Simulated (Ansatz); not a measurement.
## How far PBE and r2SCAN part for ZnS, isotropic strain −2.62 %

Start from ZnS in the wurtzite structure (space group P6_3mc, No. 186; a = 3.845 Å, c = 6.306 Å).

(Cell as relaxed with PBE.)

Levels (all Ansatz, a first-principles code, PAW, earlier PAW set): PBE (420 eV, no spin-orbit coupling); r2SCAN (500 eV, scalar-relativistic without spin-orbit coupling).

Each level relaxes its own structure.

```tsv
base	PBE	r2SCAN
volume per atom	20.19 Å³	19.60 Å³
lattice parameter a	3.845 Å	3.807 Å
band gap	2.07 eV	2.77 eV
```

Now apply this change: the cell is scaled by 0.9738 in all directions; the atoms relax in the strained cell.

```json
[
 {"quantity": "shift of the gap caused by the change", "PBE": "+0.36 eV", "r2SCAN": "+0.38 eV"},
 {"quantity": "band gap", "PBE": "2.43 eV", "r2SCAN": "3.16 eV"},
 {"quantity": "valence-band top at Γ (three highest levels, from the VBM)", "PBE": "0.00, 0.00, -0.09 eV", "r2SCAN": "0.00, 0.00, -0.10 eV"},
 {"quantity": "pressure (mean of the normal stresses, compression positive)", "PBE": "6.57 GPa", "r2SCAN": "7.35 GPa"},
 {"quantity": "electron mass", "PBE": "0.17 mₑ along c, 0.20 mₑ across (at Γ)", "r2SCAN": "0.19 mₑ along c, 0.22 mₑ across (at Γ)"}
]
```

PBE's shift of the gap caused by the change lies 0.025 eV below r2SCAN's; PBE's band gap lies 0.723 eV below r2SCAN's; PBE's pressure lies 0.78 GPa below r2SCAN's. Neither level is exact; r2SCAN is the comparison here, not a measurement.

Masses are band curvatures over ±0.01 Å⁻¹ around the edge. Stability against distortions was not tested.
